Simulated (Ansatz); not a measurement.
The structure below was relaxed with r2SCAN, PAW, 500 eV (Ansatz, a quantum-chemistry and plane-wave program; spin-orbit coupling left out), at pressure 0.9 GPa.

```
CELL_PARAMETERS angstrom
      0.00000     1.78515     1.78515
      1.78515     0.00000     1.78515
      1.78515     1.78515     0.00000
ATOMIC_POSITIONS crystal
  Cu 0.00000 0.00000 0.00000
```

Question: Find the space group and the Wyckoff positions.

Answer: Space group Fm-3m (No. 225); a = 3.5703 Å, b = 3.5703 Å, c = 3.5703 Å, α = 90.00°, β = 90.00°, γ = 90.00°

```tsv
atom	site	symmetry	x	y	z
Cu	4a	m-3m	0.0000	0.0000	0.0000
```

Question: Describe the coordination.

Answer: The crystal has 4 atoms in its conventional cell. Cell: a = 3.570 Å, b = 3.570 Å, c = 3.570 Å, α = 90.00°, β = 90.00°, γ = 90.00°. Cu sees 12 Cu at 2.525 Å (cuboctahedral). (Neighbours: up to the widest gap in distance over summed covalent radii, below 1.35, at either atom.)

Load acts through the strain it causes; cell and atoms are relaxed under it. Stability against distortions was not tested. All final runs are without spin polarisation. The cell was made from Cu in the fcc (Cu type) structure (space group Fm-3m, No. 225) by this change: pressure 0.9 GPa.
